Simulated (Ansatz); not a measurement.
Input and output of a self-consistent single point for a (111) slab of NaAu2 (cut from a parent of space group no. 227; 12 atoms in the cell) (Ansatz, a first-principles code).

Method of the run: PBEsol, default PAW files made with PBE (plane waves; Ansatz).

```
Au2Na
1.0
    5.56193     0.00000     0.00000
    2.78097     4.81677     0.00000
    0.00000     0.00000    21.37960
Au Na
8 4
Direct
  0.68045   0.18045   0.32742
  0.34712   0.34712   0.43362
  0.18045   0.18045   0.32742
  0.18045   0.68045   0.32742
  0.01379   0.51379   0.53983
  0.68045   0.68045   0.64603
  0.51379   0.51379   0.53983
  0.51379   0.01379   0.53983
  0.68045   0.68045   0.40707
  0.01379   0.01379   0.46017
  0.01379   0.01379   0.61948
  0.34712   0.34712   0.67258
```

Reference input (self-consistent single point, DFT, PBEsol, plane waves, default PAW files made with PBE): basis.ecutwfc = 30.9 Ry; kpoints.mp_grid.grid = 4 4 1; hamiltonian.xc = pbesol; hamiltonian.pseudopotentials = {kind: paw} (the program's default PAW files); scf.occupations.method = fermi_dirac; scf.occupations.width = 0.0073 Ry. This run's input differs from it in these lines:

Ansatz 0.2 input:
```diff
@@ -22,3 +22,3 @@
 kpoints:
-  mp_grid: { grid: [4, 4, 1] }
+  mp_grid: { grid: [9, 9, 1] }
 hamiltonian:
```

The program printed (abridged):

```
SCF iter   1: F=—  HF=-109961.170988 eV  |F-HF|=—  |Δ(HF+E_count)|=         —  Δρ=3.40e-3  dr2=1.27e0  ethr=1.77e-3  ⟨swp⟩=7.4  Hψ=5529  notcnv=0  defer=50
all-band conjugate gradients solve this SCF's bands
preconditioner: auto → LDOS
SCF iter   2: F=—  HF=-109961.086686 eV  |F-HF|=—  |Δ(HF+E_count)|=   8.43e-2  Δρ=2.00e-3  dr2=5.24e-2  ethr=6.78e-4  ⟨swp⟩=2.0  Hψ=1679  notcnv=0  defer=80
   [... lines left out ...]
SCF iter   6: F=—  HF=-109961.080429 eV  |F-HF|=—  |Δ(HF+E_count)|=   3.47e-4  Δρ=4.06e-5  dr2=1.73e-5  ethr=3.48e-8  ⟨swp⟩=2.2  Hψ=1921  notcnv=0  defer=80
SCF iter   7: F=—  HF=-109961.080429 eV  |F-HF|=—  |Δ(HF+E_count)|=   3.69e-7  Δρ=9.95e-6  dr2=1.45e-6  ethr=9.20e-9  ⟨swp⟩=2.0  Hψ=1834  notcnv=0  defer=80
SCF iter   8: F=—  HF=-109961.080430 eV  |F-HF|=—  |Δ(HF+E_count)|=   6.98e-7  Δρ=4.89e-6  dr2=2.68e-7  ethr=7.69e-10  ⟨swp⟩=2.0  Hψ=1919  notcnv=0  defer=80
SCF iter   9: F=-109961.080430 eV  HF=-109961.080430 eV  |F-HF|=2.75e-8  |Δ(HF+E_count)|=   5.20e-8  Δρ=1.69e-6  dr2=3.77e-8  ethr=5.32e-11  ⟨swp⟩=16.3  Hψ=6247  notcnv=0
SCF 1 converged in 9 iterations: F = -109961.080430 eV  dr2 = 3.77e-8
Free energy (F): -109961.080430 eV
Internal energy: -109960.940174 eV  (E = F + TS)
E sigma→0 (E₀):  -109961.010302 eV
Entropy (-TS):   -0.140255 eV (-11.688 meV/atom)
Fermi energy:    2.957121 eV
--- Forces (eV/Å), atoms counted from 1 ---
  atom   1  Au     0.38555326    -0.22259930     0.24671266
  atom   2  Au    -0.00000000    -0.00000000    -0.09647883
  atom   3  Au    -0.38555328    -0.22259926     0.24671266
  atom   4  Au     0.00000002     0.44519857     0.24671266
  atom   5  Au     0.03991244    -0.02304346    -0.01804481
  atom   6  Au    -0.00000000    -0.00000000    -0.03929069
  atom   7  Au    -0.03991244    -0.02304346    -0.01804481
  atom   8  Au     0.00000000     0.04608691    -0.01804481
   [... lines left out ...]
  atom  12  Na    -0.00000000    -0.00000000    -0.07078559
--- Stress (GPa, compression-positive) ---
       -1.685550      -0.000000      -0.000000
       -0.000000      -1.685550      -0.000000
       -0.000000      -0.000000      -0.802330
  P = ⅓ Tr σ = -1.3911 GPa (-13.911 kbar)
  The stress holds the Pulay correction. Without it, at fixed plane waves, as pw.x and ABINIT print it: P = -1.4026 GPa
```

The run converged in 9 iterations. Against the reference run the free energy rises by 18.9 meV/atom and the largest force goes from 0.521 to 0.509 eV/Å.

The starting cell comes from a database of computed structures (which also holds hypothetical and non-ambient phases and stackings), without a prior relaxation at this level. The slab is cut from that crystal, and its faces are unrelaxed. Its lattice was rescaled by up to half a per cent. Spin-orbit coupling is off. The two faces of this cut differ, and no dipole correction was used.

Cost on one core of a shared machine: roughly 40 s.
